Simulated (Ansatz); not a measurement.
Start from Ga$_{2}$O$_{3}$ in the corundum structure (space group R-3c, No. 167; a = 4.950 Å, c = 13.306 Å (hexagonal axes)). Axes: x lies along a and z along c of the hexagonal cell.

Level of theory: DFT with LDA, PAW potentials and a 420 eV plane-wave cutoff in Ansatz (a first-principles code), no SOC.

Before the change:

| Quantity | Value |
|---|---|
| Pressure | 0.00 GPa |
| Shortest interatomic distance | 1.911 Å |

It is then changed as follows: the cell is compressed by 3.00 % along z with no lateral relaxation; the atoms relax in the strained cell.

Question: What happens to the energy relative to the base?

Answer: The energy grows by 10 meV/atom.

Question: What happens to the pressure?

Answer: The pressure (mean of the normal stresses, compression positive) goes from zero to 7.09 GPa.

Question: Predict the new shortest interatomic distance.

Answer: The shortest interatomic distance falls by 0.016 Å to 1.895 Å.

Stability against distortions was not tested.
